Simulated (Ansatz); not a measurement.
The starting structures come from a database of crystals and need not be the phases stable at ambient conditions.

 Where the default PAW files enter, the runs use the earlier of Ansatz's two default sets.

Inside the gap of an insulator the Bloch states are evanescent, with a wavenumber k + iκ along the transport direction.

Data:

```
CELL_PARAMETERS angstrom
      3.49446     0.00000     0.00000
      0.00000     6.11629     0.00000
      0.00000     0.00000     3.49446
ATOMIC_POSITIONS crystal
  Pt 0.00000 0.50000 0.50000
  Pt 0.50000 0.00000 0.00000
  S  0.00000 0.25000 0.00000
  S  0.00000 0.75000 0.00000
```

Space group of this cell: P4_2/mmc. The cell is taken as given.

Transport runs along the normal of the first two printed cell vectors, the (100) plane of the conventional cell.

The gap is the functional's own. No spin-orbit coupling. Mid-gap values are interpolated on the energy grid.

### Question
Predict the band gap and the smallest decay constant κ at mid-gap from r2SCAN run with Ansatz (a program for electronic structure).

### Answer
Gap 0.78 eV on a 10×6×10 mesh; κ = 0.108 1/Å, at (0.500, 0.000) of the in-plane reciprocal vectors. At the zone centre, at the nearest computed energy, the slowest state has κ = 0.19 1/Å.
